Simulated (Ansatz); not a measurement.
Base system: CdSe in the zinc blende structure (space group F-43m, No. 216).

```
CELL_PARAMETERS angstrom
      0.00000     3.09814     3.09814
      3.09814     0.00000     3.09814
      3.09814     3.09814     0.00000
ATOMIC_POSITIONS crystal
  Se 0.75000 0.75000 0.75000
  Cd 0.00000 0.00000 0.00000
```

Computed with PBE (Ansatz, a program for electronic structure), no spin-orbit coupling.

For the base:

Width of the top valence band: 1.98 eV
Band gap: 0.49 eV

It is then changed as follows: cell and atoms relaxed at a pressure of 15 GPa.

What does the calculation give for the width of the top valence band and band gap after the change?

The width of the top valence band rises by 0.86 eV to 2.84 eV; the band gap rises by 0.413 eV to 0.91 eV.

Load acts through the strain it causes; cell and atoms are relaxed under it. Stability against distortions was not tested. Tetrahedral semiconductors of this kind turn to denser phases somewhere between about 1 and 50 GPa; those were not computed, so compressed cells here can lie past the real transition.
